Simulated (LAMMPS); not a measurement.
Atomistic model of a slab of Mo (bcc) cut on the (001) plane, one half shifted rigidly along [100] and [010] of the cubic cell, atoms relaxed along the normal alone.

Computed with machine-learned potential (static), pair style snap, file Mo_Zuo_JPCA2020.snap; code LAMMPS.

```yaml
largest_energy_on_the_surface: 3110 mJ/m²
largest energy on the line along [100]: 2720 mJ/m²
cost: very roughly 3 core-minutes
```

Potential: file Mo_Zuo_JPCA2020.snap of the LAMMPS distribution; its header cites Y. Zuo, C. Chen, X, Li, Z. Deng, Y. Chen, J. Behler, G. Csányi, A. V. Shapeev, A. P. Thompson, M. A. Wood, S. P. Ong, "Performance and Cost Assessment of Machine Learning Interatomic Potentials" J. Phys. Chem. A 124, 4, 731-745 (2020).

| shift along [010], in periods of 3.169 Å | γ (mJ/m²) |
|---|---|
| 0.000 | 0.000 |
| 0.08333 | 198 |
| 0.1667 | 698 |
| 0.2500 | 1370 |
| 0.3333 | 2060 |
| 0.4167 | 2550 |
| 0.5000 | 2720 |
| 0.5833 | 2550 |
| 0.6667 | 2060 |
| 0.7500 | 1370 |
| 0.8333 | 698 |
| 0.9167 | 198 |
| 1.000 | 0.000 |

| shift along [100], in periods of 3.169 Å | γ (mJ/m²) |
|---|---|
| 0.000 | 0.000 |
| 0.08333 | 198 |
| 0.1667 | 698 |
| 0.2500 | 1370 |
| 0.3333 | 2060 |
| 0.4167 | 2550 |
| 0.5000 | 2720 |
| 0.5833 | 2550 |
| 0.6667 | 2060 |
| 0.7500 | 1370 |
| 0.8333 | 698 |
| 0.9167 | 198 |
| 1.000 | 0.000 |
